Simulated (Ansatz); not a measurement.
Cost and result by functional for the adsorption energy of H2O on the 1x1 (0001) surface of corundum (cut with top plane Al), one in a 1x1 cell, started at the site 'hollow Al-O-O-O over O at depth 2.3 Å #2', in Ansatz (plane waves, PAW). Single points on the PBE structure, on one kind of machine; costs are rough ratios of the slab run's core time (references not counted) to the cheapest single point. r2SCAN's cost holds its higher cutoff (500 against 420 eV). Differences are taken against HSE06 for comparison alone: no measured value is at hand, so the table doesn't rank accuracy. HSE06 ran on a coarser k-mesh, which lowers its cost and may carry part of its shift.

Host crystal: corundum, with a band gap (PBE, scalar-relativistic without spin-orbit coupling).

Set-up: 23 atoms, 6.7 Å thick at the start under the adsorbate (thin: gaps and levels are the slab's own); mesh 6x6x1; 0.01 eV smearing; dipole correction on; 9 atoms held, the rest relaxed; no symmetry held; no spin, no spin-orbit, no U, no dispersion correction. At the end it is bonded to Al. In PBE it is, or lies within 0.03 eV of, the lowest of the starts that converged. These notes are the PBE run's. Adsorption energies are against H2O(g). A negative adsorption energy means that the adsorbate is more stable on the surface than in its reference.

```tsv
functional	relative cost	adsorption energy (eV)	less HSE06 (eV)
RPBE	1	-0.73	0.26
r2SCAN	2	-1.13	-0.15
HSE06	10	-0.98	0.00
PBE (the relaxed run's value)	–	-0.94	0.04
```

The values span 0.41 eV, while the single points' costs differ by a factor of roughly 10. Differences are of unrounded values.

Ansatz is an electronic-structure program.
